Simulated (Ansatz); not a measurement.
The starting structures come from a database of crystals and need not be the phases stable at ambient conditions.

By PBEsol, the system below comes out a metal.

Input:

```yaml
crystal:
  lattice:
    - [6.09880, 0.00000, 0.00000]
    - [0.00000, 6.09880, 0.00000]
    - [3.04940, -3.04940, 4.31250]
  atoms:
    - { symbol: Ti, position: [0.14318, 0.61894, 0.23788] }
    - { symbol: Ti, position: [0.13106, 0.13106, 0.73788] }
    - { symbol: Ti, position: [0.61894, 0.61894, 0.23788] }
    - { symbol: Ti, position: [0.13106, 0.60682, 0.73788] }
    - { symbol: Ti, position: [0.61894, 0.14318, 0.76212] }
    - { symbol: Ti, position: [0.13106, 0.13106, 0.26212] }
    - { symbol: Ti, position: [0.61894, 0.61894, 0.76212] }
    - { symbol: Ti, position: [0.60682, 0.13106, 0.26212] }
    - { symbol: C, position: [0.37500, 0.87500, 0.25000] }
    - { symbol: C, position: [0.87500, 0.37500, 0.75000] }
    - { symbol: C, position: [0.37500, 0.37500, 0.25000] }
    - { symbol: C, position: [0.37500, 0.37500, 0.75000] }
```

The cell is taken as given; by PBEsol it stands under a pressure of -4.7 GPa.

The current flows along the normal of the first two printed cell vectors, the (001) plane of the conventional cell. No spin-orbit coupling; the value is a mean over 0.1 eV about the Fermi level.

**Question.** State the ballistic conductance per area according to PBEsol in Ansatz (a program for electronic structure).

**Answer.** 0.32 × 10¹⁵ S/m² for both spins.
